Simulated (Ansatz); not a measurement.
## GePd (Pnma, No. 62)

These are PBEsol in Ansatz (PAW) values and carry that method's errors.

Settings: plane-wave cutoff 520 eV, 10×16×10 k mesh (along the axes of the cell as run), Fermi–Dirac smearing 0.05 eV, scalar-relativistic PAW data made under PBE.

Cell (relaxed at this level):

```xyz
8
Lattice="5.7474 0.0000 0.0000 0.0000 3.5425 0.0000 0.0000 0.0000 6.2180" Properties=species:S:1:pos:R:3 pbc="T T T"
Ge     4.6867     2.6569     3.6012
Ge     1.0608     0.8856     2.6168
Ge     3.9345     0.8856     0.4922
Ge     1.8130     2.6569     5.7258
Pd     5.7170     2.6569     1.1764
Pd     0.0304     0.8856     5.0416
Pd     2.9041     0.8856     4.2854
Pd     2.8433     2.6569     1.9326
```

```
Item                 Result
------------  -------------
band gap      zero (no gap)
bulk modulus        145 GPa
```

Note: the relaxation could not lower the start's symmetry, so the cell can be a saddle point above a distorted one; the bulk modulus is −V dP/dV from two relaxed cells at ±2 % in volume.

Spin–orbit coupling is not included.

Static lattice: no zero-point or thermal effects.

Cost on a shared machine: roughly 14 core-minutes.

Ansatz is a program for electronic structure.
